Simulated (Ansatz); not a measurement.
The starting structures come from a database of crystals and need not be the phases stable at ambient conditions.

 Where the default PAW files enter, the runs use the earlier of Ansatz's two default sets.

Tunnelling through a barrier is set by its complex band structure: the current falls as exp(−2κd) with the smallest κ.

Given:

```yaml
crystal:
  lattice:
    - [4.35410, 0.00000, 0.00000]
    - [0.00000, 4.35410, 0.00000]
    - [2.17705, -2.17705, 4.11235]
  atoms:
    - { symbol: Pb, position: [0.00000, 0.00000, 0.00000] }
    - { symbol: F, position: [0.24200, 0.75800, 0.51599] }
    - { symbol: F, position: [0.75800, 0.24200, 0.48401] }
    - { symbol: F, position: [0.50000, 0.00000, 0.00000] }
    - { symbol: F, position: [0.00000, 0.50000, 0.00000] }
```

Space group of this cell: I4/mmm. The cell was relaxed by PBE-D3(BJ); by r2SCAN its mean pressure is -3.6 GPa.

Transport runs along the normal of the first two printed cell vectors, the (001) plane of the conventional cell.

The gap is the functional's own. No spin-orbit coupling. Mid-gap values are interpolated on the energy grid.

Question: Give the band gap and the smallest decay constant κ at mid-gap that r2SCAN run with Ansatz (a first-principles code) yields.

Answer: Gap 2.52 eV on a 8×8×8 mesh; κ = 0.374 1/Å, at the zone centre.
